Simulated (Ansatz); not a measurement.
Given:

End structure of SiH3 on the (100) surface of germanium (p(2x2) alternately buckled dimers; a constructed slab, bottom: dihydride, held), one in a cell of 66 Å², started at the site 'top Ge #2':

```xyz
44
Lattice="8.1459 0.0000 0.0000 0.0000 8.1459 0.0000 0.0000 0.0000 30.5000" Properties=species:S:1:pos:R:3 pbc="T T T"
Ge     2.0365     0.0000    10.6178
Ge     6.1094     0.0000    10.6178
Ge     2.0365     4.0729    10.6178
Ge     6.1094     4.0729    10.6178
Ge     2.0365     2.0365    12.0578
Ge     6.1094     2.0365    12.0578
Ge     2.0365     6.1094    12.0578
Ge     6.1094     6.1094    12.0578
Ge    -0.0164     2.0385    13.4840
Ge     4.0894     2.0344    13.4840
Ge    -0.0164     6.1074    13.4840
Ge     4.0894     6.1115    13.4840
Ge    -0.0696     0.0000    14.9154
Ge     4.0857     0.0000    14.9220
Ge    -0.0127     4.0729    14.9220
Ge     4.1425     4.0729    14.9154
Ge     2.0006     0.0000    16.2584
Ge     6.0849     0.0000    16.4464
Ge     2.0638     4.0729    16.2664
Ge     6.1452     4.0729    16.4420
Ge     2.0939     2.0315    17.6638
Ge     6.0923     2.0399    17.9245
Ge     2.0939     6.1144    17.6638
Ge     6.0923     6.1060    17.9245
Ge     0.0984     1.9653    19.2391
Ge     3.9762     2.1264    19.2865
Ge     0.0984     6.1806    19.2391
Ge     3.9762     6.0195    19.2865
Ge     0.8543     0.0000    20.6016
Ge     3.4271     0.0000    20.4828
Ge     1.1159     4.0729    20.0303
Ge     3.5142     4.0729    20.8821
H      3.2426     0.0000     9.6127
H      0.8304     0.0000     9.6127
H      7.3155     0.0000     9.6127
H      4.9033     0.0000     9.6127
H      3.2426     4.0729     9.6127
H      0.8304     4.0729     9.6127
H      7.3155     4.0729     9.6127
H      4.9033     4.0729     9.6127
Si     4.2200     0.0000    22.7536
H      5.7172     0.0000    22.7618
H      3.7367     1.2171    23.4755
H      3.7367    -1.2171    23.4755
```

Model: 44-atom slab, 11.3 Å thick at the start with caps and adatoms under the adsorbate (thin: gaps and levels are the slab's own), 3x3x1 mesh, Fermi-Dirac 0.01 eV, dipole correction, single point; on the structure that PBE left under its start's symmetry; spin-polarised, ending with about 1.0 μB a cell; orders that need a larger cell were not tried, no spin-orbit, no U, no dispersion correction. The program's check for a lower electronic state was not made. At the end it is bonded to Ge. In PBE it is, or lies within 0.03 eV of, the lowest of the starts that converged; the order may differ at this level.

A negative adsorption energy means that the adsorbate is more stable on the surface than in its reference.

Task: What is the computed adsorption energy against SiH4(g) − ½ H2(g) at the same level (r2SCAN, at the PBE geometry and the start's symmetry run with Ansatz, a quantum-chemistry and plane-wave program)?

Result: -0.62 eV

Task: What is the computed change of the step from the bottom to the top vacuum level, against the clean slab (r2SCAN, at the PBE geometry and the start's symmetry)?

Result: 0.028 eV
